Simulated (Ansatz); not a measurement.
```
CELL_PARAMETERS angstrom
     12.37113    -0.00025     0.06567
     -2.47414     7.42280     0.04215
      1.57614    -1.05067    24.62900
ATOMIC_POSITIONS crystal
  Ge 0.31506 0.73511 0.15587
  Ge 0.64615 0.39476 0.15122
  Ge 0.98500 0.05768 0.15083
  Si 0.31578 0.22201 0.15664
  Si 0.64596 0.89209 0.15167
  Si 0.98472 0.56536 0.15222
  Ga 0.42353 0.51400 0.04662
  Ga 0.81941 0.21155 0.04466
  Ga 0.18799 0.89296 0.04057
  Si 0.20693 0.40501 0.04522
  Si 0.45672 0.02788 0.03933
  Si 0.83926 0.71856 0.03722
  Si 0.48015 0.29483 0.09611
  Si 0.81836 0.95910 0.09686
  Si 0.15781 0.63561 0.09760
  Si 0.16441 0.14458 0.09770
  Si 0.48611 0.80798 0.09567
  Si 0.82509 0.48242 0.09738
  Ge 0.28628 0.75861 0.38018
  Ge 0.62524 0.40662 0.37447
  Ge 0.95666 0.09475 0.37997
  Si 0.28636 0.25596 0.37753
  Si 0.62543 0.92058 0.37749
  Si 0.95814 0.59017 0.37778
  Si 0.30870 0.48178 0.20993
  Si 0.63874 0.14670 0.20831
  Si 0.97564 0.81475 0.20920
  Si 0.30934 0.98802 0.21373
  Si 0.64152 0.65478 0.20909
  Si 0.97930 0.32040 0.20667
  Ge 0.46885 0.57603 0.26716
  Ge 0.80501 0.24061 0.26302
  Ge 0.13272 0.90636 0.26754
  Si 0.13614 0.40723 0.26451
  Si 0.46919 0.07330 0.26668
  Si 0.80295 0.74194 0.26450
  Si 0.45932 0.32485 0.32192
  Si 0.79622 0.99668 0.32115
  Si 0.12743 0.65786 0.32180
  Si 0.12883 0.16898 0.32184
  Si 0.46376 0.83660 0.32387
  Si 0.80108 0.50036 0.31975
  Ga 0.28032 0.68856 0.59273
  Ga 0.59492 0.54892 0.59508
  Ga 0.91608 0.00362 0.59346
  Si 0.27179 0.35889 0.59439
  Si 0.59656 0.88683 0.59350
  Si 0.93037 0.68849 0.59576
  Si 0.27306 0.50365 0.43429
  Si 0.61630 0.16957 0.43590
  Si 0.95538 0.84508 0.43414
  Si 0.28331 0.02472 0.43638
  Si 0.62186 0.66811 0.42667
  Si 0.95077 0.35745 0.43702
  Ge 0.44639 0.58316 0.48014
  Ge 0.77679 0.26401 0.49472
  Ge 0.11174 0.96330 0.49662
  Si 0.10608 0.45459 0.49568
  Si 0.44327 0.09476 0.49149
  Si 0.77771 0.74861 0.48202
  Si 0.43898 0.35639 0.54433
  Si 0.76077 0.98601 0.53785
  Si 0.10869 0.72031 0.55400
  Si 0.09620 0.22786 0.55787
  Si 0.44746 0.83707 0.53672
  Si 0.76949 0.53211 0.54760
  Mo 0.39354 0.43138 0.68002
  Mo 0.77972 0.62334 0.67855
  Mo 0.18654 0.82664 0.67814
  Mo 0.58631 0.02983 0.68567
  Mo 0.98974 0.22914 0.67752
  Mo 0.17802 0.33837 0.76803
  Mo 0.57727 0.54023 0.77287
  Mo 0.97623 0.73775 0.76793
  Mo 0.37505 0.93849 0.77123
  Mo 0.77811 0.13971 0.77038
  Mo 0.96683 0.25018 0.85967
  Mo 0.36655 0.45056 0.86285
  Mo 0.76959 0.65190 0.86219
  Mo 0.16681 0.85028 0.86073
  Mo 0.56369 0.04949 0.86411
  Mo 0.75628 0.16046 0.94852
  Mo 0.15199 0.35795 0.94825
  Mo 0.55814 0.56225 0.95308
  Mo 0.96115 0.76355 0.95096
  Mo 0.35407 0.95948 0.95285
  Si 0.39072 0.09056 0.67755
  Si 0.78405 0.28635 0.67661
  Si 0.18102 0.49444 0.67835
  Si 0.58577 0.70319 0.68317
  Si 0.99583 0.90284 0.67840
  Si 0.58676 0.35730 0.68261
  Si 0.98274 0.55450 0.67611
  Si 0.39443 0.77157 0.68076
  Si 0.77887 0.96340 0.67996
  Si 0.19380 0.16065 0.67500
  Si 0.17820 0.00483 0.76869
  Si 0.57667 0.20921 0.77386
  Si 0.97626 0.40416 0.76883
  Si 0.37588 0.60198 0.77034
  Si 0.77806 0.80281 0.76952
  Si 0.37742 0.27404 0.76952
  Si 0.77680 0.47349 0.76868
  Si 0.17757 0.67527 0.76862
  Si 0.57667 0.87551 0.77346
  Si 0.97663 0.07484 0.76851
  Si 0.96738 0.91658 0.86193
  Si 0.36619 0.11701 0.86346
  Si 0.76725 0.31820 0.86209
  Si 0.16607 0.51525 0.86060
  Si 0.56616 0.71492 0.86487
  Si 0.16614 0.18419 0.86067
  Si 0.56603 0.38691 0.86496
  Si 0.96711 0.58487 0.86208
  Si 0.36628 0.78417 0.86334
  Si 0.76714 0.98389 0.86179
  Si 0.75589 0.82792 0.95441
  Si 0.15310 0.02835 0.95253
  Si 0.56040 0.22978 0.95675
  Si 0.95716 0.42236 0.95358
  Si 0.35287 0.62554 0.95591
  Si 0.95719 0.10139 0.95354
  Si 0.35286 0.29340 0.95551
  Si 0.75535 0.49503 0.95538
  Si 0.15346 0.69045 0.95239
  Si 0.56023 0.89780 0.95637
```

The first 66 atoms are the substrate (Si6Ge2), the rest the film (MoSi2).

Computed with PBE (plane waves to 420 eV, PAW; Ansatz, an electronic-structure program). Scalar-relativistic, without spin–orbit coupling; the runs are not spin-polarised; PBE gaps are too small against experiment. Its k-point mesh 2×4×1, Fermi–Dirac width 0.05 eV.

Problem. Describe the bonding at the interfaces and give the barriers.

Solution. A periodic stack without vacuum, tetragonal MoSi2 (1 1 0) on Si0.75Ge0.25, ordered (0 0 1), Ga on 3 of 6 substrate sites at each interface (film strained to the substrate, started from cuts of the bulks and a machine-learned relaxation; slabs Ge12Si48Ga6 and Mo20Si40, which can lie off the formulas): substrate slab Ge12Si48Ga6, film Mo20Si40, surface cells [[-1, 2], [-1, -1]] and [[1, 3], [-2, -1]], film strained by -0.6 and +3.2 %, outermost planes GeSi/GeSi and MoSi/MoSi as cut, which need not be the usual terminations and can put a slab off its formula.
interface area: 91.8 Å²
period: 24.63 Å
heights between the nearest atoms of the two slabs at the two interfaces: 1.95 and 1.98 Å
Ga–Si contacts across the interfaces within 1.22 times the sum of covalent radii: 10, mean 2.63 Å
Si–Si contacts across the interfaces within 1.22 times the sum of covalent radii: 9, mean 2.61 Å
Ga–Mo contacts across the interfaces within 1.22 times the sum of covalent radii: 7, mean 2.80 Å
Mo–Si contacts across the interfaces within 1.22 times the sum of covalent radii: 7, mean 2.63 Å
hole barrier (PBE, at the middle of a substrate layer that carries a field): 0.05 eV
electron barrier (PBE, at the middle of a substrate layer that carries a field): 0.33 eV
slope of the mean potential energy in the substrate: -2.4 MV/cm × e
